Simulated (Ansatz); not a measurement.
## Pressure series in Nb2C

The reference is Nb2C (space group Pnma, No. 62; a = 10.8680 Å, b = 3.0737 Å, c = 4.9473 Å; a cell from a computed database, its experimental status unchecked).

Cell and atoms are relaxed at each pressure.

Computed with PBEsol (Ansatz, a quantum-chemistry and plane-wave program), without spin-orbit coupling.

Notes on the quantities. enthalpy: H = E + PV relative to the base's energy.

```csv
change,enthalpy,shortest interatomic distance,density
base,–,2.167 Å,7.95 g/cm³
pressure −2 GPa,-0.17 eV/atom,2.171 Å,7.88 g/cm³
pressure −1 GPa,-0.09 eV/atom,2.169 Å,7.92 g/cm³
pressure 0.3 GPa,+0.03 eV/atom,2.166 Å,7.96 g/cm³
pressure 0.7 GPa,+0.06 eV/atom,2.166 Å,7.97 g/cm³
pressure 1.5 GPa,+0.13 eV/atom,2.164 Å,8.00 g/cm³
pressure 3 GPa,+0.26 eV/atom,2.160 Å,8.05 g/cm³
pressure 5 GPa,+0.43 eV/atom,…,…
pressure 7.5 GPa,+0.64 eV/atom,2.150 Å,8.19 g/cm³
pressure 10 GPa,+0.84 eV/atom,2.145 Å,8.26 g/cm³
```

Some entries are withheld; estimate them.


- pressure 5 GPa, shortest interatomic distance: 2.156 Å
- pressure 5 GPa, density: 8.11 g/cm³

Load acts through the strain it causes; cell and atoms are relaxed under it. Stability against distortions was not tested. Competing high-pressure phases were not computed. All final runs are without spin polarisation.
